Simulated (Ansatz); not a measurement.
The parent structure is Pt in the diamond structure (space group Fd-3m, No. 227; a = 5.6931 Å; a hypothetical phase, not in the database extracts checked; relaxed with 0.1 eV smearing). Axes: x, y, z lie along the cube axes.

The change: the symmetric strain tensor [-0.0046 0.0014 0.0076; 0.0014 -0.0072 -0.0017; 0.0076 -0.0017 -0.0043]; the atoms relax in the strained cell.

Levels (all Ansatz, an electronic-structure program, PAW): PBEsol (420 eV, scalar-relativistic without spin-orbit coupling); PBEsol+SOC (420 eV, spin-orbit coupling included).

The geometry is relaxed with PBEsol.

| Property | Value |
|---|---|
| PBEsol pressure | 2.2 GPa |

With PBEsol+SOC at the same geometry, the pressure falls by 0.45 GPa (2.2 GPa → 1.8 GPa).

Single points use the geometry relaxed with PBEsol. Differences between runs with and without spin-orbit coupling are approximate. No phonon test of stability was made. The runs without spin-orbit coupling are not spin-polarised. Pt has a high density of states at the Fermi level and may be magnetic at this level.
